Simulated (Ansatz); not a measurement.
**Worked example: self-consistent single point of the (001) slab of SiSbPt5 (cut from a parent of space group no. 123; 7 atoms in the cell) in Ansatz (an electronic-structure program)**

Computed with LDA (PW92), default PAW files made with PBE (plane waves; Ansatz).

This input was run:

Ansatz 0.2 input:
```yaml
crystal:
  lattice:
    - [3.91276800, 0.00000000, 0.00000000]
    - [0.00000000, 3.91276800, 0.00000000]
    - [0.00000000, 0.00000000, 19.60439700]
  atoms:
    - { symbol: Si, position: [0.50000000, 0.50000000, 0.64293700] }
    - { symbol: Sb, position: [0.00000000, 0.00000000, 0.45205700] }
    - { symbol: Pt, position: [0.00000000, 0.00000000, 0.64293700] }
    - { symbol: Pt, position: [0.50000000, 0.00000000, 0.54704500] }
    - { symbol: Pt, position: [0.50000000, 0.00000000, 0.35706300] }
    - { symbol: Pt, position: [0.00000000, 0.50000000, 0.54704500] }
    - { symbol: Pt, position: [0.00000000, 0.50000000, 0.35706300] }
basis:
  ecutwfc: 420.0
kpoints:
  mp_grid: { grid: [8, 8, 1] }
hamiltonian:
  xc: lda
  pseudopotentials: { kind: paw }
scf:
  occupations: { method: gaussian, width: 0.1 }
output:
  forces: true
  eigenvalues: true
  stress: true
```

Log, with long lists cut:

```
WARN ansatz: RAYON_NUM_THREADS=1 ignored (pool sized by the plan → 1); use --threads N
Pseudopotentials: kind: paw
Pseudopotential: Si, paw, valence charge 4
Pseudopotential: Sb, paw, valence charge 15
Pseudopotential: Pt, paw, valence charge 18
Crystal: 7 atoms, lattice volume = 300.138 Å³
Basis set: ecut = 420 eV, 5921 PW (Γ)
Bands: 66, of which v1, the nominal top of the filled ones, is band 55 counted from 1 (54 counted from 0)
Symmetry: 8 space group operations
Space group: P4mm (ITA 99), of the structure as read, at distance tolerance 6.7e-5 Å
k-points: 15 of 64
PAW frozen core: Si, regenerated for the run's functional, and the local potential with it
PAW frozen core: Sb, regenerated for the run's functional, and the local potential with it
PAW frozen core: Pt, regenerated for the run's functional, and the local potential with it
Initial density: superposition of atomic densities (neutral atoms: chi_scale 0, normalization atom), corrected by the library's trained network
Initial wavefunctions: pseudopotential atomic-orbital guess
Eigensolver: davidson
Functional: x = slater, c = lda
SCF iter   1: F=—  HF=-68167.531660 eV  |F-HF|=—  |Δ(HF+E_count)|=         —  Δρ=8.39e-3  dr2=2.55e0  ethr=1.77e-3  ⟨swp⟩=8.6  Hψ=4539  notcnv=0  defer=14
all-band conjugate gradients solve this SCF's bands
preconditioner: auto → LDOS
SCF iter   2: F=—  HF=-68167.456201 eV  |F-HF|=—  |Δ(HF+E_count)|=   7.55e-2  Δρ=3.17e-3  dr2=4.63e-2  ethr=1.77e-3  ⟨swp⟩=1.4  Hψ=1152  notcnv=0  defer=48
SCF iter   3: F=—  HF=-68167.450761 eV  |F-HF|=—  |Δ(HF+E_count)|=   5.44e-3  Δρ=1.22e-3  dr2=1.36e-2  ethr=4.25e-5  ⟨swp⟩=2.9  Hψ=2100  notcnv=0  defer=74
SCF iter   4: F=—  HF=-68167.448601 eV  |F-HF|=—  |Δ(HF+E_count)|=   2.16e-3  Δρ=3.16e-4  dr2=6.75e-4  ethr=1.25e-5  ⟨swp⟩=2.0  Hψ=1429  notcnv=0  defer=74
SCF iter   5: F=—  HF=-68167.448517 eV  |F-HF|=—  |Δ(HF+E_count)|=   8.39e-5  Δρ=1.09e-4  dr2=8.43e-5  ethr=6.19e-7  ⟨swp⟩=2.1  Hψ=1446  notcnv=0  defer=74
SCF iter   6: F=—  HF=-68167.448997 eV  |F-HF|=—  |Δ(HF+E_count)|=   4.80e-4  Δρ=4.36e-5  dr2=1.89e-5  ethr=7.74e-8  ⟨swp⟩=2.0  Hψ=1322  notcnv=0  defer=73
SCF iter   7: F=—  HF=-68167.448997 eV  |F-HF|=—  |Δ(HF+E_count)|=   3.77e-7  Δρ=1.67e-5  dr2=1.87e-6  ethr=1.73e-8  ⟨swp⟩=2.0  Hψ=1330  notcnv=0  defer=73
SCF iter   8: F=—  HF=-68167.448999 eV  |F-HF|=—  |Δ(HF+E_count)|=   2.06e-6  Δρ=4.68e-6  dr2=1.15e-7  ethr=1.71e-9  ⟨swp⟩=2.1  Hψ=1364  notcnv=0  defer=73
SCF iter   9: F=-68167.449000 eV  HF=-68167.449000 eV  |F-HF|=2.92e-8  |Δ(HF+E_count)|=   3.05e-7  Δρ=1.68e-6  dr2=1.50e-8  ethr=9.17e-11  ⟨swp⟩=18.5  Hψ=4871  notcnv=0
SCF 1 converged in 9 iterations: F = -68167.449000 eV  dr2 = 1.50e-8
SCF converged after 9 iterations
Free energy (F): -68167.449000 eV
Harris-Foulkes:  -68167.449000 eV  (|F-HF|=2.92e-8)
Internal energy: -68167.422352 eV  (E = F + TS)
E sigma→0 (E₀):  -68167.435676 eV
Entropy (-TS):   -0.026648 eV (-3.807 meV/atom)
Fermi energy:    3.860422 eV
--- Per-component energies (eV) ---
  E_band       = -2629.563342
  E_kinetic    = 3440.699962
  E_local      = -98390.842923  (includes V_loc(G=0)·N_el)
  E_nonlocal   = 1433.425453
  E_hartree    = 47261.080653
  E_xc         = -1489.707860
  E_vxc        = -1651.975703  (∫ρ·V_xc dr)
  E_paw        = -50806.713347  (= ΣΔE_a)
  E_vpaw       = -1983.020794  (= ΣTr[D̂ρ^β])
  E_aug_tail   = 0.000886  (compensation charges beyond the density's cutoff)
  E_ewald      = 30381.672323
  E_core_change = 2.962502  (= ΣΔE_core)
  E_smearing   = -0.026648  (= −TS)
  E_closure    = 0.000000  (closes the sum)
  Σ components = -68167.449000   (vs F -68167.449000, Δ=0.00e0)
--- Forces (eV/Å), atoms counted from 1 ---
  atom   1  Si     0.00000000     0.00000000    -1.40820943
  atom   2  Sb    -0.00000000     0.00000000    -1.05573016
  atom   3  Pt     0.00000000     0.00000000     0.70900152
  atom   4  Pt     0.00000000     0.00000000     0.22673194
  atom   5  Pt     0.00000000     0.00000000     0.65079348
  atom   6  Pt     0.00000000     0.00000000     0.22673194
  atom   7  Pt     0.00000000     0.00000000     0.65079348
  max |Σ_I F_I| component: 1.13e-4 eV/Å
--- Stress (GPa, compression-positive) ---
       -6.676011       0.000000       0.000000
        0.000000      -6.676011       0.000000
        0.000000       0.000000      -2.240821
  P = ⅓ Tr σ = -5.1976 GPa (-51.976 kbar)
  The stress holds the Pulay correction. Without it, at fixed plane waves, as pw.x and ABINIT print it: P = -5.2181 GPa
--- Band table (eV; the first three rows and the last of 15) ---
  k-point 0: bands = ["-94.8093", "-94.7861", "-94.1846", "-93.7725", "-93.7495", "-49.0900", "-49.0900", "-48.9749", "-48.9123", "-48.8122", "-48.8122", "-48.3794", "-48.3794", "-48.2056", "-48.1026", "-48.1026", "-47.8057", "-47.7879", "-47.7879", [...]
  k-point 1: bands = ["-94.8084", "-94.7870", "-94.1846", "-93.7716", "-93.7503", "-49.0832", "-49.0826", "-48.9730", "-48.9152", "-48.8204", "-48.8198", "-48.3794", "-48.3792", "-48.2051", "-48.0968", "-48.0963", "-47.8039", "-47.7949", "-47.7945", [...]
  k-point 2: bands = ["-94.8059", "-94.7894", "-94.1846", "-93.7691", "-93.7528", "-49.0647", "-49.0625", "-48.9675", "-48.9231", "-48.8423", "-48.8405", "-48.3793", "-48.3785", "-48.2037", "-48.0815", "-48.0798", "-47.8131", "-47.8115", "-47.7985", [...]
  k-point 14: bands = ["-94.7976", "-94.7976", "-94.1847", "-93.7609", "-93.7609", "-49.1768", "-49.0208", "-48.9504", "-48.9504", "-48.8755", "-48.7406", "-48.3776", "-48.3776", "-48.2018", "-48.1957", "-47.9799", "-47.9129", "-47.7812", [...]
```

The run converged in 9 iterations.

The starting cell comes from a database of computed structures (which also holds hypothetical and non-ambient phases and stackings), without a prior relaxation at this level. The slab is cut from that crystal, and its faces are unrelaxed. Its lattice was rescaled by up to half a per cent. Spin-orbit coupling is off. Spin polarisation is off. The two faces of this cut differ, and no dipole correction was used. Forces in this geometry exceed 1 eV/Å.
